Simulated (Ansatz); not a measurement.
**Amorphous Al₂₈O₄₂Mo**

It comes from a melt-quench run on a machine-learned potential (CHGNet), relaxed afterwards by DFT. O atoms were pushed apart under 1.9 Å during the dynamics, to hinder bonds among them. The hot cell started wider than the set density and was brought back towards it in steps. It is the lowest in DFT energy of 2 quenches. It is a model cell: composition and starting density were chosen by hand, and all elements were melted together. No dispersion term was used.

Methods: PBE, scalar-relativistic without spin-orbit coupling (Ansatz, a quantum-chemistry and plane-wave program); r2SCAN, scalar-relativistic without spin-orbit coupling (Ansatz); HSE06, scalar-relativistic without spin-orbit coupling (Ansatz). Geometry, pressure, stress and energy are those of the PBE run. Its sampling: a 2×2×2 Γ-centred mesh; Fermi-Dirac width 0.02 eV; no spin polarisation. Other functionals are single points at the zone centre (r2SCAN at 500 eV; exact exchange cut at the cell's faces), free to take moments where seeds were set. The usual formal charges leave 6 electrons over, so the level spacing at the Fermi energy parts defect or band states and needn't be the band gap. At PBE the levels at both edges of the gap are localised (band-tail or defect states), and the nearest spread-out levels lie 4.5 eV apart at the zone centre.

The number of atoms in the cell comes out as 71. The density (volume relaxed, without dispersion) is 3.34 g/cm^3. The volume per atom is 10.66 Å^3, the pressure on a 2×2×2 Γ-centred mesh is -0.04 GPa and the largest force and stress component on that mesh (the relaxation ran on the zone centre alone) comes out as 0.35 eV/Å and 3.0 GPa. The level spacing at the Fermi energy on a 2×2×2 Γ-centred mesh (PBE) is 0.76 eV and the level spacing at the Fermi energy at the zone centre (PBE) is 0.80 eV. The level spacing at the Fermi energy at the zone centre (r2SCAN) is 1.15 eV and the level spacing at the Fermi energy at the zone centre (HSE06) is 2.56 eV.

Bonds are counted up to Al-Al 2.66 Å, Al-O 2.28 Å, Al-Mo 2.85 Å, O-O 1.58 Å, O-Mo 2.42 Å, Mo-Mo 3.04 Å. Two cations that share two anions don't count as bonded, nor two that share one unless they lie closer than Al-Al 2.59 Å, Al-Mo 2.77 Å, Mo-Mo 2.95 Å.

Mean coordination of Al by anions: 4.50 (15 with 4, 12 with 5, 1 with 6); 1 close contacts or bonds to cations besides
Mean coordination of O: 3.12 (3 with 2, 31 with 3, 8 with 4)
Mean coordination of Mo by anions: 5.00 (1 with 5); 1 close contacts or bonds to cations besides
Mean Al-O bond: 1.861 Å (spread 0.090 Å, 126 counted)
Mean O-Mo bond: 2.229 Å (spread 0.099 Å, 5 counted)

Its density started from a set value of 3.24 g/cm³. The quench (nominally 340 K/ps over its main leg) was far faster than any real one, so the model tends to hold more defects than a real film. Values belong to this one cell and scatter from quench to quench. The volume was free in the relaxation, at fixed shape. Stress components on the final sampling reach 3.0 GPa. On a 2×2×2 Γ-centred mesh force components of up to 0.35 eV/Å stay, since the relaxation ran on the zone centre alone.
